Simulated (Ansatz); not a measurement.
MgS (Fm-3m), HSE06, rigid bands run with Ansatz (a program for electronic structure): band gap 3.83 eV, N_c = 1.58e19 cm⁻³ and N_v = 1.68e20 cm⁻³ at 300 K, conductivity masses of 0.347 mₑ (electrons) and 0.949 mₑ (holes). Take k_BT = 0.02585 eV.

Question: A film of it is 5 nm thick. Estimate the confinement energies in an infinite well.

Answer: ħ²π²/(2m t²) = 0.376 eV·nm²/(m/mₑ × t²) gives 43.3 meV for electrons and 15.8 meV for holes, so the gap would widen to about 3.89 eV. Finite barriers and nonparabolic bands lower this, and with several valleys or bands the heaviest mass along the normal sets the lowest level, not this average.

Question: Find the intrinsic carrier density and the intrinsic Fermi level.

Answer: n_i = √(N_c N_v) exp(−E_g/2k_BT) = 5.15e19 × exp(−74.08) = 3.5e-13 cm⁻³. The level lies (k_BT/2) ln(N_v/N_c) = 31 meV from mid-gap (positive towards the conduction band). Each 0.1 eV added to the gap lowers n_i by a factor of 6.9.

Question: What thermal injection velocity √(2k_BT/πm) limits a ballistic channel?

Answer: 9.13e6 cm/s for electrons and 5.52e6 cm/s for holes, a ratio of √(m_h/m_e) = 1.65, for dilute carriers.

Rigid, parabolic bands with the computed gap; masses take one relaxation time for all states. Spin-orbit coupling is left out; where it splits the top of the valence band, N_v and the p-type Seebeck coefficient come out somewhat high without it. Geometry: cell and atoms relaxed with PBEsol.
